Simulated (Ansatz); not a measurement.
For stishovite (SiO2), PBE in Ansatz (PAW) gives:

```
Quantity                                                            Value
---------------------------------------------------------  --------------
equilibrium lattice constant a                                    4.236 Å
c axis length                                                     2.690 Å
bulk modulus                                                      258 GPa
cohesive energy                                              6.19 eV/atom
band gap at the measured cell (atoms relaxed with PBEsol)         5.62 eV
high-frequency dielectric constant                                   3.48
elastic constant C11                                              387 GPa
elastic constant C44                                              227 GPa
polycrystal shear modulus                                         200 GPa
formation enthalpy                                         -2.586 eV/atom
```

Question: What does r²SCAN in Ansatz (PAW) give for the same quantities?

Answer: 
- lattice constant a: 4.185 Å (falls by 1.2 %)
- lattice parameter c: 2.669 Å (falls by 0.8 %)
- bulk modulus: 302 GPa (increases by 17 %)
- cohesive energy: 6.33 eV/atom (rises by 0.14 eV/atom)
- band gap at the measured cell (atoms relaxed with PBEsol): 6.58 eV (rises by 0.96 eV)
- high-frequency dielectric constant: 3.26 (drops by 6.3 %)
- elastic constant C11: 452 GPa (goes up by 17 %)
- elastic constant C44: 257 GPa (grows by 13 %)
- Voigt–Reuss–Hill shear modulus: 226 GPa (grows by 13 %)
- formation enthalpy: -2.879 eV/atom (moves by -0.293 eV/atom)

For comparison: lattice constant a 4.179 Å (measured, room temperature, not corrected to a static lattice; as tabulated in Hiroi (2015), arXiv:1503.02262); lattice parameter c 2.665 Å (measured, room temperature, no zero-point or thermal correction; as tabulated in Hiroi (2015), arXiv:1503.02262); bulk modulus 310 ± 1 GPa (measured, 300 K, not corrected to a static lattice; as tabulated in arXiv:1001.2066); high-frequency dielectric constant 3.27 (measured, temperature not stated, not corrected to a static lattice, mean of the two values across and the one along c; as tabulated in He et al. (2014), arXiv:1309.4805); elastic constant C11 462 GPa (measured, temperature not stated, no zero-point or thermal correction; as tabulated in Lakshtanov, Sinogeikin, Hellwig, Katsura, Bass et al., AGU Fall Meeting 2007 …); elastic constant C44 258 GPa (measured, temperature not stated, not corrected to a static lattice; as tabulated in Lakshtanov, Sinogeikin, Hellwig, Katsura, Bass et al., AGU Fall Meeting 2007 …); formation enthalpy -3.029 eV/atom (measured, 298 K, copied from a table, unchecked, no zero-point or thermal correction; as tabulated in Holland et al. (2018), doi:10.1093/petrology/egy048).

Changes are worked out from the printed values.

Unless a cell is named, each level is at its own relaxed cell (PBE 8.05, r²SCAN 7.79 Å³/atom).

Density-functional gaps are differences of (generalised) Kohn–Sham levels.

Ansatz's density-functional and Hartree–Fock values are scalar-relativistic unless marked +SOC, with PAW data made under PBE.

Ansatz is an electronic-structure program.
